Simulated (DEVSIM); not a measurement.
System: Schottky contact on n-type In0.53Ga0.47As, at 300 K.

| layer (left to right) | material | thickness (μm) | Nd (cm⁻³) | τn (s) | τp (s) |
|---|---|---|---|---|---|
| 1 | In0.53Ga0.47As | 2.70 | 2.6e16 | 5.5e-9 | 5.5e-9 |

Left contact: Schottky, work function 4.81 eV, emission velocity 7.4e6 cm/s. Right contact: ohmic. Voltage is applied to the left contact. Recombination: SRH at mid-gap, radiative. Mobility is constant in doping.

Constants are typed, rounded textbook-type inputs, not results; the design itself was drawn at random and stands for no fabricated device. Values at 300 K.

| parameter | In0.53Ga0.47As |
|---|---|
| gap (eV) | 0.74 |
| affinity (eV) | 4.51 |
| permittivity | 13.9 |
| Nc (cm⁻³) | 2.1e17 |
| Nv (cm⁻³) | 7.7e18 |
| μn (cm²/Vs) | 12000 |
| μp (cm²/Vs) | 300 |
| B (cm³/s) | 9.6e-11 |

Simulated with DEVSIM: 1D drift-diffusion, Boltzmann statistics, complete ionisation; no tunnelling, impact ionisation, image-force lowering or self-heating. Metal contacts follow the ideal Schottky-Mott rule: no Fermi-level pinning, no interface dipoles.

Problem. Tabulate band edges, carrier densities and field at zero bias.

Solution. Energies count from the Fermi level of the right contact; mesh points crowd at the junctions.

```csv
x (μm),Ec (eV),Ev (eV),n (cm⁻³),p (cm⁻³),field (V/cm)
0.000,0.300,-0.440,1.9e12,3.1e11,-38000
0.01062,0.261,-0.479,8.7e12,6.9e10,-35000
0.02586,0.211,-0.529,5.9e13,1.0e10,-30000
0.04487,0.161,-0.579,4.2e14,1.4e9,-23000
0.08770,0.089,-0.651,6.6e15,9.0e7,-10000
0.1364,0.061,-0.679,2.0e16,3.1e7,-2500
0.2063,0.055,-0.685,2.5e16,2.4e7,-220
0.3341,0.054,-0.686,2.6e16,2.3e7,≈ 0
0.4899,0.054,-0.686,2.6e16,2.3e7,≈ 0
0.7133,0.054,-0.686,2.6e16,2.3e7,≈ 0
1.034,0.054,-0.686,2.6e16,2.3e7,≈ 0
1.554,0.054,-0.686,2.6e16,2.3e7,≈ 0
1.908,0.054,-0.686,2.6e16,2.3e7,≈ 0
2.155,0.054,-0.686,2.6e16,2.3e7,≈ 0
2.373,0.054,-0.686,2.6e16,2.3e7,≈ 0
2.469,0.054,-0.686,2.6e16,2.3e7,≈ 0
2.546,0.054,-0.686,2.6e16,2.3e7,≈ 0
2.600,0.054,-0.686,2.6e16,2.3e7,≈ 0
2.648,0.054,-0.686,2.6e16,2.3e7,≈ 0
2.671,0.054,-0.686,2.6e16,2.3e7,≈ 0
2.686,0.054,-0.686,2.6e16,2.3e7,≈ 0
2.700,0.054,-0.686,2.6e16,2.3e7,≈ 0
```
